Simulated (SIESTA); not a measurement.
Worked example: self-consistent single point of CuO (Cccm, 4 atoms in the cell) in SIESTA.

Level of theory: GGA PBEsol, numerical atomic orbitals TZP, PseudoDojo PBEsol standard norm-conserving potentials (rewritten from UPF to PSML) (SIESTA).

```yaml
crystal:
  lattice:
    - [1.96788, -2.12857, 0.00000]
    - [1.96788, 2.12857, 0.00000]
    - [0.00000, 0.00000, 5.09612]
  atoms:
    - { symbol: Cu, position: [0.00000, 0.50000, 0.00000] }
    - { symbol: Cu, position: [0.50000, 0.00000, 0.50000] }
    - { symbol: O, position: [0.50000, 0.50000, 0.25000] }
    - { symbol: O, position: [0.50000, 0.50000, 0.75000] }
```

Reference input (self-consistent single point, DFT, LDA PW92, numerical atomic orbitals TZP, PseudoDojo LDA standard norm-conserving potentials (rewritten from UPF to PSML)): XC.functional = LDA; XC.authors = PW92; potentials = PseudoDojo LDA standard; PAO.BasisSize = TZP; PAO.EnergyShift = 0.01 Ry; MeshCutoff = 400 Ry; kgrid.MonkhorstPack = 12 12 7; OccupationFunction = MP; OccupationMPOrder = 0; ElectronicTemperature = 136 meV; MaxSCFIterations = 150; SCF.Mixer.Method = Pulay. This run's input differs from it in these lines:

```diff
@@ -1,2 +1,2 @@
-# files in the folder: Cu.psml O.psml (PseudoDojo LDA standard)
+# files in the folder: Cu.psml O.psml (PseudoDojo PBEsol standard)
 SystemName  CuO
@@ -24,4 +24,4 @@
 
-XC.functional                LDA
-XC.authors                   PW92
+XC.functional                GGA
+XC.authors                   PBEsol
 PAO.BasisSize                TZP
```

Log, with long lists cut:

```
        iscf     Eharris(eV)        E_KS(eV)     FreeEng(eV)     dDmax    Ef(eV) dHmax(eV)
   scf:    1   -10925.959180   -11114.191964   -11114.267069  1.457711  3.246000 44.663184
   scf:    2   -11230.568391   -11202.564897   -11202.586704  1.369676 -1.693940  3.684878
   scf:    3   -11203.163627   -11202.948770   -11202.968586  0.078275 -2.116241  1.116572
   scf:    4   -11202.955242   -11202.996692   -11203.015957  0.069837 -2.695004  0.784192
   scf:    5   -11203.010829   -11203.003971   -11203.023284  0.004903 -2.660986  0.644124
   [... 2 lines left out ...]
   scf:    8   -11203.021417   -11203.021404   -11203.040831  0.001034 -2.552996  0.008289
   scf:    9   -11203.021405   -11203.021405   -11203.040832  0.000116 -2.552811  0.005250
   scf:   10   -11203.021399   -11203.021402   -11203.040833  0.000255 -2.552341  0.000460
   scf:   11   -11203.021401   -11203.021402   -11203.040833  0.000013 -2.552383  0.000245
SCF Convergence by DM+H criterion
max |DM_out - DM_in|         :     0.0000126012
max |H_out - H_in|      (eV) :     0.0002449460
SCF cycle converged after 11 iterations

Using DM_out to compute the final energy and forces

siesta: E_KS(eV) =           -11203.0214

siesta: E_KS - E_eggbox =    -11203.0214

siesta: Atomic forces (eV/Ang):
     1    0.000000    0.000000   -0.000000
     2    0.000000   -0.000000   -0.000000
     3   -0.000000   -0.000000    0.000000
     4   -0.000000    0.000000    0.000000
   Tot   -0.000000    0.000000    0.000000
   Max    0.000000
   Res    0.000000    sqrt( Sum f_i^2 / 3N )
   Max    0.000000    constrained

Stress tensor Voigt[x,y,z,yz,xz,xy] (kbar):       30.50       24.68       28.16       -0.00       -0.00       -0.00
(Free)E + p*V (eV/cell)   -11203.7811
   [... lines left out ...]
siesta: FreeEng =    -11203.040833
   [... lines left out ...]
siesta:     0.019039   -0.000000   -0.000000
siesta:    -0.000000    0.015402   -0.000000
siesta:    -0.000000   -0.000000    0.017575

siesta: Cell volume =         42.692832 Ang**3

siesta: Pressure (static):
siesta:                Solid            Molecule  Units
siesta:          -0.00018884         -0.00018884  Ry/Bohr**3
siesta:          -0.01733867         -0.01733866  eV/Ang**3
siesta:         -27.77960429        -27.77960363  kBar
```

The run converged in 11 iterations. Against the reference run the pressure goes from -9.11 to -2.78 GPa.

The starting cell comes from a database of computed structures (which also holds hypothetical and non-ambient phases and stackings), without a prior relaxation at this level. Its lattice was rescaled by a random factor within 2.5 % of one. Spin polarisation is off, so a magnetic state, if there is one, cannot be reached. Values carry the incompleteness of an atom-centred basis. The run gives no clean gap (levels at the Fermi energy touch, overlap or are partly filled at this smearing), which alone does not show that the compound is a metal.

Cost on one core of a shared machine: roughly 2 min.
